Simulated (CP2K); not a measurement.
## How far to go with the k-point mesh: Na₃BrO (P4mm, 5 atoms in the cell)

```xyz
5
Lattice="4.5105 0.0000 0.0000 0.0000 4.5105 0.0000 0.0000 0.0000 4.5105" Properties=species:S:1:pos:R:3 pbc="T T T"
Na     0.0500     2.2552     2.2552
Na     2.2552     0.0000     2.2552
Na     2.2552     2.2552     0.0000
Br     0.0000     0.0000     0.0000
O      2.2552     2.2552     2.2552
```

Method of the run: CP2K with PBEsol, GPW, DZVP-MOLOPT-SR-GTH basis, GTH-PBE potentials (GTH_POTENTIALS).

Base settings: CUTOFF = 950 Ry; REL_CUTOFF = 50 Ry; SMEAR/METHOD = FERMI_DIRAC; ELECTRONIC_TEMPERATURE = 232.09 K; KPOINTS/SCHEME = MONKHORST-PACK 3 3 3; XC_FUNCTIONAL = PBE:PBESOL; Na/BASIS_SET = DZVP-MOLOPT-SR-GTH-q9; Na/POTENTIAL = GTH-PBE-q9; Br/BASIS_SET = DZVP-MOLOPT-SR-GTH-q7; Br/POTENTIAL = GTH-PBE-q7.

The second cell is the first with its lattice scaled by 0.98.

Only quantities that move along the ladder and can be compared are tabulated.

The starting cell comes from a database of computed structures (which also holds hypothetical and non-ambient phases and stackings), without a prior relaxation at this level. Its lattice was rescaled by up to half a per cent. One atom was moved a little off its site on purpose. Values carry the incompleteness of an atom-centred basis. The potentials were made for another functional than the one used.

Steps (KPOINTS/SCHEME): default; MACDONALD 2 2 2 0.25 0.25 0.25; MONKHORST-PACK 3 3 3; MACDONALD 4 4 4 0.125 0.125 0.125; MONKHORST-PACK 5 5 5; MACDONALD 6 6 6 0.08333333333 0.08333333333 0.08333333333; MONKHORST-PACK 7 7 7; MACDONALD 8 8 8 0.0625 0.0625 0.0625; MONKHORST-PACK 9 9 9; MACDONALD 10 10 10 0.05 0.05 0.05; MONKHORST-PACK 11 11 11; MACDONALD 12 12 12 0.04166666667 0.04166666667 0.04166666667.

### Question
What is the coarsest KPOINTS/SCHEME that holds the energy of the compressed cell less the first within 1 meV/atom of the last step, with all finer ones?

### Answer
MONKHORST-PACK 3 3 3; the step before is off by 3.2 meV/atom.

### Question
What is the coarsest KPOINTS/SCHEME that holds the free energy within 5 meV/atom of the last step, with all finer ones?

### Answer
MONKHORST-PACK 3 3 3; the step before is off by 21 meV/atom.

### Question
What is the coarsest KPOINTS/SCHEME that holds the forces within 0.01 eV/Å of the last step, with all finer ones?

### Answer
MACDONALD 2 2 2 0.25 0.25 0.25; the step before is off by 0.047 eV/Å.

```csv
KPOINTS/SCHEME,free energy less the last step's (meV/atom),energy of the compressed cell less the first (meV/atom),pressure (GPa),largest difference of a force vector from the last step's (eV/Å)
default,720.86,86.61,10.40,0.047
MACDONALD 2 2 2 0.25 0.25 0.25,20.98,24.17,1.83,0.008
MONKHORST-PACK 3 3 3,1.19,21.25,1.44,0.002
MACDONALD 4 4 4 0.125 0.125 0.125,-0.03,20.95,1.40,0.000
MONKHORST-PACK 5 5 5,0.02,20.98,1.40,0.000
MACDONALD 6 6 6 0.08333333333 0.08333333333 0.08333333333,0.00,20.98,1.40,0.000
MONKHORST-PACK 7 7 7,0.00,20.98,1.40,0.000
MACDONALD 8 8 8 0.0625 0.0625 0.0625,0.00,20.98,1.40,0.000
MONKHORST-PACK 9 9 9,0.00,20.98,1.40,0.000
MACDONALD 10 10 10 0.05 0.05 0.05,0.00,20.98,1.40,0.000
MONKHORST-PACK 11 11 11,0.00,20.98,1.40,0.000
MACDONALD 12 12 12 0.04166666667 0.04166666667 0.04166666667,0.00,20.98,1.40,0.000
```

The energy difference between the two cells stays within 1 meV/atom of the last step's from MONKHORST-PACK 3 3 3 on, the total only from MACDONALD 4 4 4 0.125 0.125 0.125 on: much of the error is common to both cells and cancels.
